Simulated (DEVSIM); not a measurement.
System: Au/HfO2/SiO2/n-Si capacitor, at 300 K.

```tsv
layer (left to right)	material	thickness (nm)	Nd (cm⁻³)
1	HfO2	7.10	-
2	SiO2	0.860	-
3	Si	12000	2.3e15
```

Metal gate on the left, work function 5.1 eV. Fixed charge at the semiconductor interface 2.4e10 cm⁻² (in units of +e); no interface traps.

Constants are typed, rounded textbook-type inputs, not results; the design itself was drawn at random and stands for no fabricated device. Values at 300 K; Nc and Nv go as T^1.5, mobilities as T to minus their exponent, the gap by Varshni's rule with the affinity fixed.

| parameter | HfO2 | SiO2 | Si |
|---|---|---|---|
| gap (eV) | 5.7 | 9 | 1.124 |
| affinity (eV) | 2.5 | 0.9 | 4.05 |
| permittivity | 22 | 3.9 | 11.7 |
| Nc (cm⁻³) | - | - | 2.86e19 |
| Nv (cm⁻³) | - | - | 3.1e19 |
| Varshni α (eV/K) | - | - | 0.000473 |
| Varshni β (K) | - | - | 636 |

Model (solved in DEVSIM): 1D Poisson equation in equilibrium, Boltzmann statistics, complete ionisation; no quantum confinement or tunnelling. Metal contacts follow the ideal Schottky-Mott rule: no Fermi-level pinning, no interface dipoles.

The temperature was swept, all else fixed.

| temperature (K) | threshold voltage (band bending 2φF) (V) | minimum of the low-frequency capacitance (μF/cm²) | flat-band voltage (V) |
|---|---|---|---|
| 250 | 0.10 | 0.0176 | 0.85 |
| 300 | 0.16 | 0.0201 | 0.80 |
| 350 | 0.22 | 0.0225 | 0.76 |
| 400 | 0.28 | 0.0273 | 0.71 |
| 450 | 0.35 | 0.0365 | 0.66 |
| 500 | 0.42 | 0.0537 | 0.61 |

From the first row to the last the threshold voltage (band bending 2φF) goes from 0.10 to 0.42. From the first row to the last the minimum of the low-frequency capacitance goes from 0.0176 to 0.0537.
